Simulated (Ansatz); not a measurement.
This Ansatz (a first-principles code) input is the reference run, MgH2 in the CdI2 type structure (space group P-3m1, No. 164; a hypothetical phase, not in the database extracts checked), computed with PBEsol-D3(BJ) (Ansatz, PAW, no SOC):

Ansatz 0.2 input:
```yaml
crystal:
  lattice:
    - [2.9725538844, 0, 0]
    - [-1.4862769422, 2.574307178, 0]
    - [0, 0, 3.9908748747]
  atoms:
    - { symbol: Mg, position: [0, 0, 0] }
    - { symbol: H, position: [0.6666666667, 0.3333333333, 0.2353497811] }
    - { symbol: H, position: [0.3333333333, 0.6666666667, 0.7646502189] }
basis: { ecutwfc: 420, ecutrho_ratio: 4, xc_grid: 2, fft_grid_basis: typed }
kpoints: { mp_grid: { grid: [13, 13, 8] } }
hamiltonian:
  xc: pbesol
  dispersion: d3bj
  pseudopotentials: { kind: paw }
scf: { occupations: { method: fermi_dirac, width: 0.05 }, convergence: { dr2_threshold: 0.0000000003 } }
output: { forces: true, stress: true }
```

**Question.** Write the input for this change: uniaxial strain ε_xx = −5.27 %, all other strain components held at zero, atoms relaxed at fixed cell.

**Answer.** 
Ansatz 0.2 input:
```yaml
crystal:
  lattice:
    - [2.8159002947, 0, 0]
    - [-1.4079501473, 2.574307178, 0]
    - [0, 0, 3.9908748747]
  atoms:
    - { symbol: Mg, position: [0, 0, 0] }
    - { symbol: H, position: [0.6666666667, 0.3333333333, 0.2353497811] }
    - { symbol: H, position: [0.3333333333, 0.6666666667, 0.7646502189] }
basis: { ecutwfc: 420, ecutrho_ratio: 4, xc_grid: 2, fft_grid_basis: typed }
kpoints: { mp_grid: { grid: [13, 13, 8] } }
hamiltonian:
  xc: pbesol
  dispersion: d3bj
  pseudopotentials: { kind: paw }
scf: { occupations: { method: fermi_dirac, width: 0.05 }, convergence: { dr2_threshold: 0.0000000003 } }
relax: { f_tol: 0.005, max_steps: 50 }
output: { forces: true, stress: true }
checkpoint: { write: state.ck, write_every: 1000 }
```
This is the input that was run.

Stability against distortions was not tested.
